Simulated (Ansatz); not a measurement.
**Pressure series in hypothetical P4_2/mnm GaN**

Take GaN (space group P4_2/mnm, No. 136; a hypothetical phase, not in the database extracts checked) as the base.

```
GaN
1.0
    5.53504     0.00000     0.00000
    0.00000     5.53504     0.00000
    0.00000     0.00000     3.21404
Ga N
4 4
Cartesian
  1.77443   3.76060   0.00000
  3.76060   1.77443   0.00000
  4.54195   4.54195   1.60702
  0.99308   0.99308   1.60702
  1.75908   1.75908   0.00000
  3.77595   3.77595   0.00000
  1.00844   4.52660   1.60702
  4.52660   1.00844   1.60702
```

Cell and atoms are relaxed at each pressure.

Levels (all Ansatz, an electronic-structure program, PAW): PBE (420 eV, no spin-orbit coupling); PBEsol (420 eV, spin-orbit coupling left out).

The base cell above is that of PBE; each level relaxes its own structures.

```
case              lattice parameter a, PBE  lattice parameter a, PBEsol
----------------  ------------------------  ---------------------------
pressure −2 GPa                    5.562 Å                      5.495 Å
pressure −1 GPa                    5.548 Å                      5.483 Å
pressure 0.3 GPa                   5.531 Å                      5.467 Å
pressure 0.7 GPa                   5.526 Å                      5.462 Å
pressure 1.5 GPa                   5.516 Å                      5.453 Å
pressure 3 GPa                     5.497 Å                      5.435 Å
pressure 5 GPa                     5.473 Å                      5.413 Å
pressure 7.5 GPa                   5.444 Å                      5.386 Å
pressure 10 GPa                    5.417 Å                      5.361 Å
```

PBE lies above PBEsol in every row, by 0.057 Å to 0.067 Å. They put the cases in the same order.

Load acts through the strain it causes; cell and atoms are relaxed under it. Whether these cells are dynamically stable was not tested. No other phases were tried under pressure.
